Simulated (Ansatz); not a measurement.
## Pb: tensor shear ε_xy = +0.57 %

Consider Pb in the fcc (Cu type) structure (space group Fm-3m, No. 225; a = 4.934 Å; relaxed with 0.1 eV smearing). Axes: x, y, z lie along the cube axes.

Perturbation: tensor shear ε_xy = +0.57 % (engineering shear γ = 0.0114), atoms relaxed at fixed cell.

All numbers come from PBEsol/PAW in Ansatz (an electronic-structure program), spin-orbit coupling left out. Γ-centred 23×23×23 mesh, Fermi–Dirac width 0.1 eV.

```json
[
 {"quantity": "volume per atom", "base": "30.03 Å³", "changed": "30.03 Å³", "shift": "0.00 Å³"},
 {"quantity": "shortest interatomic distance", "base": "3.489 Å", "changed": "3.469 Å", "shift": "-0.020 Å"},
 {"quantity": "energy relative to the base (free energy F)", "base": "0 meV/atom", "changed": "+0.2 meV/atom", "shift": "+0.2 meV/atom"},
 {"quantity": "pressure (mean of the normal stresses, compression positive)", "base": "0.0 GPa", "changed": "0.0 GPa", "shift": "0.0 GPa"},
 {"quantity": "band gap", "base": "zero", "changed": "zero", "shift": "–"},
 {"quantity": "stress (xx, yy, zz, yz, xz, xy; compression positive)", "base": "–", "changed": "(0.0, 0.0, 0.0, 0.0, 0.0, -0.2) GPa", "shift": "–"}
]
```

The cells carry an imposed strain or load. Stability against distortions was not tested.
